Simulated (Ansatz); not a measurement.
WB2, pressure series

The parent structure is WB₂ (space group P6_3/mmc, No. 194).

```yaml
crystal:
  lattice:
    - [3.00258, 0.00000, 0.00000]
    - [-1.50129, 2.60031, 0.00000]
    - [0.00000, 0.00000, 13.92404]
  atoms:
    - { symbol: B, position: [0.33333, 0.66667, 0.52344] }
    - { symbol: B, position: [0.66667, 0.33333, 0.47656] }
    - { symbol: B, position: [0.66667, 0.33333, 0.02344] }
    - { symbol: B, position: [0.33333, 0.66667, 0.97656] }
    - { symbol: B, position: [0.00000, 0.00000, 0.25000] }
    - { symbol: B, position: [0.00000, 0.00000, 0.75000] }
    - { symbol: B, position: [0.66667, 0.33333, 0.25000] }
    - { symbol: B, position: [0.33333, 0.66667, 0.75000] }
    - { symbol: W, position: [0.33333, 0.66667, 0.13563] }
    - { symbol: W, position: [0.66667, 0.33333, 0.86437] }
    - { symbol: W, position: [0.66667, 0.33333, 0.63563] }
    - { symbol: W, position: [0.33333, 0.66667, 0.36437] }
```

Cell and atoms are relaxed at each pressure.

The values are results of DFT with PBEsol, PAW potentials and a 420 eV plane-wave cutoff in Ansatz (a quantum-chemistry and plane-wave program), no spin-orbit coupling, not measurements.

```
case              c/a ratio      density
----------------  ---------  -----------
base                  4.637  12.55 g/cm³
pressure −2 GPa       4.634  12.48 g/cm³
pressure −1 GPa       4.636  12.52 g/cm³
pressure 0.3 GPa      4.638  12.56 g/cm³
pressure 0.7 GPa      4.638  12.58 g/cm³
pressure 1.5 GPa        [?]  12.61 g/cm³
pressure 3 GPa        4.642  12.66 g/cm³
pressure 5 GPa        4.645  12.74 g/cm³
pressure 7.5 GPa        [?]  12.82 g/cm³
pressure 10 GPa       4.651  12.91 g/cm³
```

**Question.** Fill in the withheld entries from the trend.

**Answer.** 
- pressure 1.5 GPa, c/a ratio: 4.639
- pressure 7.5 GPa, c/a ratio: 4.648

Load acts through the strain it causes; cell and atoms are relaxed under it. No phonon test of stability was made. Competing high-pressure phases were not computed. The final runs are not spin-polarised.
